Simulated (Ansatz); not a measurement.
System: GaAlN2 (P3m1, No. 156, 4 atoms in the cell; start mp-1228894). Method: r²SCAN in Ansatz (PAW).

Settings: plane-wave cutoff 560 eV, 12×12×8 k mesh (along the axes of the cell as run), Fermi–Dirac smearing 0.01 eV, scalar-relativistic PAW data made under PBE.

Cell (relaxed at this level):

```
CELL_PARAMETERS angstrom
      3.14330     0.00000     0.00000
     -1.57165     2.72218     0.00000
      0.00000     0.00000     5.09299
ATOMIC_POSITIONS crystal
  Al 0.00000 0.00000 0.99930
  Ga 0.66667 0.33333 0.49730
  N  0.66667 0.33333 0.11221
  N  0.00000 0.00000 0.62758
```

Problem. Give the computed band gap and bulk modulus B0.

Solution. 
- band gap = 3.40 eV (on the SCF k mesh)
- bulk modulus B0 = 205 GPa

Note: the relaxation could not lower the start's symmetry, so the cell can be a saddle point above a distorted one; the bulk modulus is −V dP/dV from two relaxed cells at ±2 % in volume.

Spin–orbit coupling is not included.

Computing time: very roughly 2.5 core-minutes.

A start named mp-… is a Materials Project structure, which need not be a measured phase.

Ansatz is a program for electronic structure.
